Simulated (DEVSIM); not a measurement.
Device: Schottky contact on n-type β-Ga2O3, at 300 K.

Layer 1 from the left is β-Ga2O3, thickness (μm) 7.90, Nd (cm⁻³) 2e16, τn (s) 2.5e-8, τp (s) 2.5e-8.

Left contact: Schottky, work function 4.93 eV, emission velocity 2e6 cm/s. Right contact: ohmic. Voltage is applied to the left contact. Recombination: SRH at mid-gap, radiative. Mobility is μmin + (μ − μmin)/(1 + (N/Nref)^α).

Constants are typed, rounded textbook-type inputs, not results; the design itself was drawn at random and stands for no fabricated device. Values at 300 K.

β-Ga2O3: gap (eV) 4.8, affinity (eV) 4, permittivity 10, Nc (cm⁻³) 3.7e18, Nv (cm⁻³) 5e20, μn (cm²/Vs) 160, μp (cm²/Vs) 1, μn,min 20, μp,min 0.1, Nref,n 1e18, Nref,p 1e18, αn 0.8, αp 0.8, B (cm³/s) 1e-12.

Simulated with DEVSIM: 1D drift-diffusion, Boltzmann statistics, complete ionisation; no tunnelling, impact ionisation, image-force lowering or self-heating. Metal contacts follow the ideal Schottky-Mott rule: no Fermi-level pinning, no interface dipoles.

Dark forward current:

```csv
|V| (V),|J| (A/cm²)
0.05,1.412e-9
0.10,1.111e-8
0.15,7.775e-8
0.20,5.352e-7
0.25,3.673e-6
0.30,2.516e-5
0.35,0.0001721
0.40,0.001174
0.45,0.007980
0.50,0.05386
0.55,0.3553
0.60,2.119
0.65,9.089
0.70,23.98
0.75,44.66
0.80,68.58
0.85,94.35
0.90,121.3
0.95,149.0
1.00,177.3
1.05,205.9
1.10,234.9
1.15,264.2
1.20,293.6
1.25,323.2
1.30,353.0
```

Task: Work out the local ideality factor n = ΔV / (kT/q · ln(J2/J1)) between the rows 0.15 and 0.20 V, 1.25 and 1.30 V.

Result: kT/q = 25.85 mV. From 0.15 to 0.20 V: ln(5.352e-7/7.775e-8) = 1.929, n = 1.00, near the 1 of diffusion or emission over a barrier. From 1.25 to 1.30 V: ln(353.0/323.2) = 0.088, n = 21.93; the layers' resistance at their doping, Σ W/(qμN) = 0.0016 Ω cm², would take 48 mV of this step of 50 mV.

Task: Estimate the current at 0.35 V for emission alone, J0 = q v N_band exp(−φB/kT), and read the barrier back from the simulated current.

Result: φB = 0.930 eV, N_band = 3.70e18 cm⁻³, J0 = 2.81e-10 A/cm²; J = J0 (exp(qV/kT) − 1) = 0.000214 A/cm². The simulation gives 0.000172 A/cm²; the estimate lies 24 % above. Read backwards, the simulated current gives an apparent barrier of 0.936 eV. The estimate leaves out transport through the depletion region and minority injection.
